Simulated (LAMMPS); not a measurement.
LAMMPS 22 Jul 2025, classical MD, EAM (W_zhou.eam.alloy): W, 5488 atoms.

```yaml
task: MD, nve
potential: EAM, W_zhou.eam.alloy
copies_of_the_repeat_unit: 14×14×14
shape (slab and sphere leave vacuum in the box): bulk
neighbor_skin: 2 Å
neigh_modify: every 1 delay 0 check yes
newton: on (default)
atom_modify sort (bins of 2 Å where set): 1000 (default)
comm_style: brick (default)
box: 44.3 × 44.3 × 44.3 Å
start: generated bcc lattice, warmed in an untimed run
```

All runs start from one configuration, warmed at this fixed volume for 1000 steps under a thermostat at 300 K. The run at the shortest step has a mean temperature of 301 K and a mean pressure of 1.0 GPa.

Each run covers about 2.0 ps at constant energy (mean temperature 301 K at the shortest step); σ is the standard deviation over the printed steps. Single runs; times are not shown.

Steps tried: 0.5 fs, 1 fs, 2 fs, 2.5 fs, 4 fs, 5 fs, 8 fs, 10 fs, 16 fs, 20 fs, 32 fs.

Question: Choose the longest time step that keeps σ(total energy)/σ(kinetic energy) under 10 %.

Answer: 16 fs.

```tsv
time step	σ(E total)/σ(E kinetic)	last minus first total energy (meV/atom)	mean temperature (K)
0.5 fs	7.2e-5	under 0.001	301
1 fs	0.00029	under 0.001	301
2 fs	0.0011	under 0.001	301
2.5 fs	0.0018	under 0.001	301
4 fs	0.0046	−0.0022	301
5 fs	0.0071	−0.0031	300
8 fs	0.018	−0.0037	299
10 fs	0.028	under 0.001	298
16 fs	0.076	+0.083	292
20 fs	0.13	+0.29	287
32 fs	0.55	+2.5	264
```

The bar is a choice.
